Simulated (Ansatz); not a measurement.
# A computed series for GaSb: response to strain

Consider GaSb in the zinc blende structure (space group F-43m, No. 216).

```xyz
2
Lattice="0.0000 3.0662 3.0662 3.0662 0.0000 3.0662 3.0662 3.0662 0.0000" Properties=species:S:1:pos:R:3 pbc="T T T"
Ga     0.0000     0.0000     0.0000
Sb     1.5331     1.5331     1.5331
```

Cartesian axes are those of the cell as printed.

Strains are applied to the cell and any free atomic positions relax.

Computed with r2SCAN (Ansatz, a quantum-chemistry and plane-wave program), no SOC.

Notes on the quantities. energy relative to the base: free energy F; pressure: mean of the normal stresses, compression positive.

```json
[
 {"variant": "base", "shortest interatomic distance": "2.655 Å", "band gap": "0.41 eV", "energy relative to the base": "0 meV/atom", "pressure": "0.01 GPa"},
 {"variant": "tensor shear ε_xy = +1.43 %", "shortest interatomic distance": "2.644 Å", "band gap": "0.29 eV", "energy relative to the base": "+3.2 meV/atom", "pressure": "0.03 GPa"},
 {"variant": "tensor shear ε_xy = +1.71 %", "shortest interatomic distance": "2.642 Å", "band gap": "0.26 eV", "energy relative to the base": "+4.6 meV/atom", "pressure": "0.04 GPa"},
 {"variant": "tensor shear ε_xy = +2.00 %", "shortest interatomic distance": "2.640 Å", "band gap": "0.24 eV", "energy relative to the base": "+6.3 meV/atom", "pressure": "0.05 GPa"},
 {"variant": "tensor shear ε_xy = +0.86 %", "shortest interatomic distance": "2.649 Å", "band gap": "0.34 eV", "energy relative to the base": "+1.2 meV/atom", "pressure": "0.02 GPa"},
 {"variant": "tensor shear ε_xy = +1.14 %", "shortest interatomic distance": "2.646 Å", "band gap": "0.32 eV", "energy relative to the base": "+2.0 meV/atom", "pressure": "0.02 GPa"}
]
```

With Sb present, leaving out spin-orbit coupling can change the band edges. Stability against distortions was not tested. The zero or small gap of GaSb under tensor shear ε_xy = +1.43 %, GaSb under tensor shear ε_xy = +1.71 % and GaSb under tensor shear ε_xy = +2.00 % can change with the level of theory.
